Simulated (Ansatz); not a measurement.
For TaAs (I4₁md, No. 109, 4 atoms in the cell; start mp-1936), PBEsol (PAW; Ansatz, a program for electronic structure) gives:

| Quantity | Result |
|---|---|
| equilibrium lattice constant a | 3.429 Å |
| lattice parameter c | 11.583 Å |

What does r²SCAN+rVV10 (Ansatz, PAW) give for the same quantities?


- lattice constant a: 3.435 Å (increases by 0.2 %)
- lattice parameter c: 11.664 Å (goes up by 0.7 %)

Changes are worked out from the printed values.

Unless a cell is named, each level is at its own relaxed cell (PBEsol 17.02, r²SCAN+rVV10 17.20 Å³/atom).

Levels without +SOC leave out spin–orbit coupling, which shifts energies and cells of such heavy elements.

Caveats: the relaxation could not lower the start's symmetry, so the cell can be a saddle point above a distorted one (PBEsol, r²SCAN+rVV10). Ansatz's density-functional and Hartree–Fock values are scalar-relativistic unless marked +SOC, with PAW data made under PBE.

A start named mp-… is a Materials Project structure, which need not be a measured phase.
